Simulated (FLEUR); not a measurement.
FLEUR MaX-8.1, DFT, PBE, spin-polarised, all-electron FLAPW, scalar-relativistic valence: a generated cell (prototype structure at a guessed volume, not a measured phase) of NaCoCl3 (space group Pm-3m) (NaCoCl3), 5 atoms, spin-polarised from a ferromagnetic start. Basis and mesh were picked for this test and aren't claimed converged.

```json
{
 "cell": "4.68, 4.68, 4.68 Å; 90, 90, 90°",
 "task": "ground state",
 "k mesh": "3×3×3",
 "jspins": "2",
 "itmax": "100",
 "minDistance": "0.0001 me/bohr^3",
 "fermiSmearingEnergy": "0.004 Hartree",
 "k-points after symmetry (for each spin)": "4",
 "basis_functions": "650",
 "bands": "35",
 "symmetry_operations": "48",
 "Kmax (1/bohr)": "3.8"
}
```

Settings of this run: imix = straight, alpha = 0.2, maxIterBroyd = 15, precondParam = 0, spinf = 2; 4 ranks.

```tsv
iteration	distance (me/bohr^3)
1	6.37610544
2	5.46737209
3	5.56134450
4	5.26845457
5	5.22585021
6	4.91726260
7	4.86789310
8	4.57677974
9	4.54168887
10	4.25787372
11	4.24449317
12	3.95346358
13	3.96994696
14	3.65487889
…	…
51	15.81621114
52	16.56975125
53	17.81702736
54	19.58434188
55	25.26315141
56	39.52380922
57	59.28236123
58	93.18328276
…	…
93	80.35653403
94	80.37500801
95	80.37408497
96	80.38924471
97	80.38843821
98	80.40184907
99	80.40109497
100	80.41249914
```

The run ended with the distance of the densities over minDistance after 100 iterations.

### Question
Which change of settings makes this cycle converge?

### Answer
One answer among several that fit: imix = Anderson (default) (40 iterations), all else kept. Counts are of single runs.
